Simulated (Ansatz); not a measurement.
## The (111) surface of silicon in its 1x1 cell, relaxed from an ideal cut (the real face may reconstruct), outermost plane spacing 0.79 Å in the ideal cut

All values below come from PBE (plane waves to 420 eV, PAW; Ansatz, a quantum-chemistry and plane-wave program).

Slab: 8 atoms, 10.3 Å thick at the start (thin: gaps and levels are the slab's own); k 8x8x1, smearing 0.025 eV, dipole-corrected; all atoms relaxed; start symmetry kept, larger cells not searched; no spin (no spin-polarised run to compare, though such a face may carry moments), no spin-orbit, no U. The slab shows no gap on its mesh.

```
Item                                                                                                  Value
-------------------------------------------------------------------  --------------------------------------
surface energy (mean of both faces)                                                              1.56 J/m^2
surface energy before relaxation                                                                  1.61 J/m²
work function of the top face                                                                       4.67 eV
ionisation potential (bulk valence edge below the top vacuum level)                                 4.88 eV
energy released by relaxation                                                                      0.087 eV
cost                                                                 about 19 core-seconds (a rough figure)
```
